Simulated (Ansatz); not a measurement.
Ag: pressure 4.5 GPa

Consider Ag in the fcc (Cu type) structure (space group Fm-3m, No. 225; a = 4.002 Å).

Modification: cell and atoms relaxed at a pressure of 4.5 GPa.

Method: DFT with LDA, PAW potentials and a 420 eV plane-wave cutoff in Ansatz (an electronic-structure program), no spin-orbit coupling. Γ-centred 20×20×20 mesh, Fermi–Dirac width 0.05 eV.

The density grows by 0.34 g/cm³ to 11.52 g/cm³ and the shortest interatomic distance falls by 2.8 pm, from 283.0 pm to 280.2 pm. The enthalpy H = E + PV relative to the base's energy amounts to +0.44 eV/atom and the band gap is still zero.

Load acts through the strain it causes; cell and atoms are relaxed under it. Stability against distortions was not tested.
